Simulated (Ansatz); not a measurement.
Partial pair distribution functions of a relaxed model of amorphous germanium selenide (Ge₂₄Se₃₆), broadened by 0.06 Å; density 4.32 g/cm³. All values below come from PBE, scalar-relativistic without spin-orbit coupling, PAW (Ansatz default set, large-core Se) (plane waves to 420 eV; Ansatz, a quantum-chemistry and plane-wave program).

It comes from a melt-quench run on a machine-learned potential (CHGNet), relaxed afterwards by DFT. The hot cell started wider than the set density and was brought back towards it in steps. It is the lowest in DFT energy of 4 quenches. It is a model cell: composition and starting density were chosen by hand, and all elements were melted together. No dispersion term was used. Its density started from a set value of 4.32 and ended at 4.32 g/cm³. Cooling (nominally 120 K/ps over its main leg) ran many orders faster than in experiment, which tends to leave more defects and strain. One small periodic cell is one sample of the glass; other quenches scatter about these values. The volume was held where the preparation left it and the shape relaxed, at a PBE pressure of 0.9 GPa. Stress components on the final sampling reach 0.9 GPa.

```
r (Å)  g Ge-Se  g Se-Se  g Ge-Ge
-----  -------  -------  -------
2.10      0.00     0.00     0.00
2.20      0.30     0.00     0.00
2.30      2.79     0.01     0.00
2.40      6.33     0.16     0.00
2.50      5.41     0.18     0.00
2.60      3.46     0.01     0.00
2.70      2.02     0.00     0.00
2.80      0.57     0.00     0.00
2.90      0.50     0.01     0.01
3.00      0.65     0.15     0.26
3.10      0.73     0.33     0.94
3.20      0.58     0.74     1.59
3.30      0.54     0.67     1.12
3.40      0.41     0.69     0.90
3.50      0.58     1.49     1.17
3.60      0.71     2.03     1.14
3.70      0.85     2.53     2.52
3.80      0.81     3.12     2.87
3.90      0.39     3.17     1.47
4.00      0.43     2.64     0.90
4.10      0.68     2.11     0.65
4.20      0.76     1.37     0.57
4.30      0.77     0.98     1.16
4.40      0.94     0.81     0.69
4.50      0.97     0.57     0.43
4.60      0.56     0.68     0.99
4.70      0.87     0.56     0.65
4.80      1.15     0.40     0.77
4.90      0.91     0.58     1.38
5.00      0.94     0.64     1.11
5.10      1.06     0.69     0.72
5.20      1.22     0.44     0.77
5.30      0.95     0.51     0.97
5.40      1.02     0.48     0.96
```

Within 2.84 Å each Ge has 3.29 Se neighbours on average.
